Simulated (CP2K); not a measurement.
**A self-consistent single point of ZnCu2SnSe4 (I-4, 8 atoms in the cell) with CP2K**

Level of theory: CP2K 2026.2 with PBE, GPW, DZVP-MOLOPT-SR-GTH basis, GTH-PBE potentials (GTH_POTENTIALS).

Input:

```
&GLOBAL
  PROJECT run
  RUN_TYPE ENERGY_FORCE
  PRINT_LEVEL MEDIUM
&END GLOBAL
&FORCE_EVAL
  METHOD Quickstep
  STRESS_TENSOR ANALYTICAL
  &DFT
    BASIS_SET_FILE_NAME BASIS_MOLOPT
    POTENTIAL_FILE_NAME GTH_POTENTIALS
    &QS
      METHOD GPW
      EPS_DEFAULT 1E-10
    &END QS
    &MGRID
      CUTOFF 600
      REL_CUTOFF 60
      NGRIDS 5
    &END MGRID
    &SCF
      SCF_GUESS ATOMIC
      EPS_SCF 1E-7
      MAX_SCF 100
      ADDED_MOS 11
      &DIAGONALIZATION
        ALGORITHM STANDARD
      &END DIAGONALIZATION
      &MIXING
        METHOD BROYDEN_MIXING
        ALPHA 0.3
        NBUFFER 8
      &END MIXING
      &SMEAR ON
        METHOD METHFESSEL_PAXTON
        SIGMA [eV] 0.05
      &END SMEAR
    &END SCF
    &KPOINTS
      SCHEME MONKHORST-PACK 4 4 4
      GAMMA_CENTERED T
    &END KPOINTS
    &XC
      &XC_FUNCTIONAL PBE
      &END XC_FUNCTIONAL
    &END XC
    &PRINT
      &MO
        EIGENVALUES T
        OCCUPATION_NUMBERS T
        NDIGITS 8
        FILENAME mo
        &EACH
          QS_SCF 0
        &END EACH
        ADD_LAST NUMERIC
      &END MO
      &MULLIKEN ON
      &END MULLIKEN
    &END PRINT
  &END DFT
  &SUBSYS
    &CELL
      A 6.93704600 0.00000000 0.00000000
      B 2.27860500 6.55214200 0.00000000
      C -4.60782600 -3.27607100 4.01969000
      PERIODIC XYZ
    &END CELL
    &COORD
      SCALED
      Zn       0.75000000     0.25000000     0.50000000
      Cu       0.25000000     0.75000000     0.50000000
      Cu       0.00000000     0.00000000     0.00000000
      Sn       0.50000000     0.50000000     0.00000000
      Se       0.62975000     0.63653000     0.52624000
      Se       0.36347000     0.88971000     0.99322000
      Se       0.11029000     0.10351000     0.47376000
      Se       0.89649000     0.37025000     0.00678000
    &END COORD
    &KIND Zn
      BASIS_SET DZVP-MOLOPT-SR-GTH
      POTENTIAL GTH-PBE-q12
    &END KIND
    &KIND Cu
      BASIS_SET DZVP-MOLOPT-SR-GTH
      POTENTIAL GTH-PBE-q11
    &END KIND
    &KIND Sn
      BASIS_SET DZVP-MOLOPT-SR-GTH
      POTENTIAL GTH-PBE-q4
    &END KIND
    &KIND Se
      BASIS_SET DZVP-MOLOPT-SR-GTH
      POTENTIAL GTH-PBE-q6
    &END KIND
  &END SUBSYS
  &PRINT
    &FORCES ON
    &END FORCES
    &STRESS_TENSOR ON
    &END STRESS_TENSOR
  &END PRINT
&END FORCE_EVAL
```

The program printed (abridged):

```
 GLOBAL| Method name                                                        CP2K
 GLOBAL| Project name                                                        run
 GLOBAL| Run type                                                   ENERGY_FORCE

 CELL| Volume [angstrom^3]:                                           182.705002
 CELL| Vector a [angstrom]:       6.937     0.000     0.000   |a| =     6.937046
 CELL| Vector b [angstrom]:       2.279     6.552     0.000   |b| =     6.937046
 CELL| Vector c [angstrom]:      -4.608    -3.276     4.020   |c| =     6.937046
 CELL| Angle (b,c), alpha [degree]:                                   131.623628
 CELL| Angle (a,c), beta  [degree]:                                   131.623632
 CELL| Angle (a,b), gamma [degree]:                                    70.824119
 CELL| Numerically orthorhombic:                                              NO
 CELL| Periodicity                                                           XYZ

 DFT| Spin restricted Kohn-Sham (RKS) calculation                            RKS
 DFT| Multiplicity                                                             1
 DFT| Number of spin states                                                    1
 DFT| Charge                                                                   0
 DFT| XC density smoothing                                                  NONE
 DFT| XC derivatives                                                          PW

 QS| Method:                                                                 GPW
 QS| Density plane wave grid type                        NON-SPHERICAL FULLSPACE
 QS| Number of grid levels:                                                    5
 QS| Density cutoff [a.u.]:                                                300.0
 QS| Multi grid cutoff [a.u.]: 1) grid level                               300.0
   [... lines left out ...]
 BRILLOUIN| Wavefunction type                                            COMPLEX
 BRILLOUIN| List of Kpoints [2 Pi/Bohr]                                       36
 BRILLOUIN| Number           Weight            X              Y              Z
 BRILLOUIN|     1           0.03125       -0.25000       -0.25000       -0.25000
 BRILLOUIN|     2           0.03125       -0.25000       -0.25000        0.00000
 BRILLOUIN|     3           0.03125       -0.25000       -0.25000        0.25000
   [... 33 lines left out ...]
 *******************************************************************************

 Extrapolation method: initial_guess

 Re-scaling the density matrix to get the right number of electrons
                  # Electrons              Trace(P)               Scaling factor
                           62                62.000                        1.000

 Number of electrons:                                                         62
 Number of occupied orbitals:                                                 31
 Number of molecular orbitals:                                                42

 Number of orbital functions:                                                140
 Number of independent orbital functions:                                    140
 SCF WAVEFUNCTION OPTIMIZATION

  Step     Update method      Time    Convergence         Total energy    Change
     1 NoMix/Diag. 0.30E+00      -     1.49258163      -198.3828098509 -1.98E+02
     2 Broy./Diag. 0.30E+00      -     0.27480888      -199.6998306693 -1.32E+00
     3 Broy./Diag. 0.30E+00      -     0.11660165      -197.2602318413  2.44E+00
     4 Broy./Diag. 0.30E+00      -     0.10697785      -198.0257171074 -7.65E-01
     5 Broy./Diag. 0.30E+00      -     0.02868235      -198.2740889159 -2.48E-01
     6 Broy./Diag. 0.30E+00      -     0.01531656      -197.9936300003  2.80E-01
     7 Broy./Diag. 0.30E+00      -     0.00105916      -198.1174442760 -1.24E-01
   [... 5 lines left out ...]
    13 Broy./Diag. 0.30E+00      -     0.00000596      -198.0982132672 -1.97E-04
    14 Broy./Diag. 0.30E+00      -     0.00000068      -198.0981901186  2.31E-05
    15 Broy./Diag. 0.30E+00      -     0.00000129      -198.0981946908 -4.57E-06
    16 Broy./Diag. 0.30E+00      -     0.00000021      -198.0981959205 -1.23E-06
    17 Broy./Diag. 0.30E+00      -     0.00000003      -198.0981969002 -9.80E-07
  *** SCF run converged in    17 steps ***

  Electronic density on regular grids:        -61.9999999425        0.0000000575
  Core density on regular grids:               61.9999999900       -0.0000000100
  Total charge density on r-space grids:        0.0000000475
  Total charge density g-space grids:           0.0000000475

  Overlap energy of the core charge distribution:               0.00000009819438
  Self energy of the core charge distribution:               -295.56649285799517
  Core Hamiltonian energy:                                     88.76869524403919
  Hartree energy:                                              42.68090856131356
  Exchange-correlation energy:                                -33.98130110840405
  Smearing free energy correction:                             -0.00000683736910
  Fermi energy:                                                 0.15244588892235

  Total energy:                                              -198.09819690022331

                     Mulliken Population Analysis

 #  Atom  Element  Kind  Atomic population                           Net charge
       1     Zn       1         11.924033                              0.075967
       2     Cu       2         11.254099                             -0.254099
       3     Cu       2         11.239640                             -0.239640
       4     Sn       3          3.555748                              0.444252
       5     Se       4          6.006620                             -0.006620
       6     Se       4          6.006620                             -0.006620
       7     Se       4          6.006620                             -0.006620
       8     Se       4          6.006620                             -0.006620
 # Total charge                             62.000000                  0.000000

 ENERGY| Total FORCE_EVAL ( QS ) energy [hartree]           -198.098196834684643

 FORCES| Atomic forces [hartree/bohr]
 FORCES|   Atom     x               y               z               |f|
 FORCES|      1  1.11038717E-08  5.63840194E-08  1.74589237E-07   1.83803850E-07
 FORCES|      2 -3.47540970E-09 -2.73624068E-09  2.15794059E-08   2.20280785E-08
 FORCES|      3  4.55395162E-08 -6.21757265E-08  2.23148770E-09   7.71015436E-08
 FORCES|      4 -6.05536510E-08  8.07452757E-08 -3.10239964E-08   1.05588979E-07
 FORCES|      5 -2.14462592E-03 -1.10955176E-04  2.73043710E-03   3.47376138E-03
 FORCES|      6 -1.05216621E-04  3.27535742E-03 -1.15243291E-03   3.47377869E-03
 FORCES|      7 -8.09233239E-04 -1.98922780E-03 -2.73041944E-03   3.47376971E-03
 FORCES|      8  3.05908726E-03 -1.17524436E-03  1.15226049E-03   3.47374702E-03
 FORCES| Sum     4.08643229E-09  2.29868267E-09  1.26245028E-08
 FORCES| Total atomic force                                       1.34670317E-08

 STRESS| Analytical stress tensor [bar]
 STRESS|                        x                   y                   z
 STRESS|      x        4.18804454582E+04   2.33821106502E+02  -2.64180594800E+00
 STRESS|      y        2.33821106502E+02   4.17181007306E+04  -1.85989250948E+00
 STRESS|      z       -2.64180594800E+00  -1.85989250948E+00   4.15507657804E+04
 STRESS| 1/3 Trace                                             4.17164373231E+04
```

The run converged in 17 iterations.

The starting cell comes from a database of computed structures (which also holds hypothetical and non-ambient phases and stackings), without a prior relaxation at this level. Its lattice was rescaled by a random factor within 2.5 % of one. Spin polarisation is off. Values carry the incompleteness of an atom-centred basis. With a pressure of about 4 GPa the cell is away from its equilibrium volume at this level. The run gives no clean gap (levels at the Fermi energy touch, overlap or are partly filled at this smearing), which alone does not show that the compound is a metal.

Cost on one core of a shared machine: roughly 2 min.
